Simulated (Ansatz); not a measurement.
## A computed series for MgO: pressure series

Consider MgO in the rock salt structure (space group Fm-3m, No. 225; a = 4.214 Å).

Cell and atoms are relaxed at each pressure.

Levels (all Ansatz, a program for electronic structure, PAW): PBEsol (420 eV, spin-orbit coupling left out); HSE06 (420 eV, spin-orbit coupling left out).

Band gaps by level, all at the geometries relaxed with PBEsol:

| case | PBEsol | HSE06 |
|---|---|---|
| base | 4.62 eV | 6.47 eV |
| pressure −2 GPa | 4.50 eV | 6.33 eV |
| pressure −1 GPa | 4.56 eV | [?] |
| pressure 1.5 GPa | 4.71 eV | [?] |
| pressure 3 GPa | 4.80 eV | 6.66 eV |
| pressure 5 GPa | 4.91 eV | [?] |
| pressure 7.5 GPa | 5.05 eV | 6.94 eV |
| pressure 10 GPa | 5.18 eV | [?] |

Task: What belongs in the blanks?

Result: 
- pressure −1 GPa, HSE06: 6.40 eV
- pressure 1.5 GPa, HSE06: 6.57 eV
- pressure 5 GPa, HSE06: 6.79 eV
- pressure 10 GPa, HSE06: 7.09 eV

Single points use the geometry relaxed with PBEsol. Load acts through the strain it causes; cell and atoms are relaxed under it. No phonon test of stability was made. No other phases were tried under pressure. The base started in P3_121 and relaxed to Fm-3m at this level.
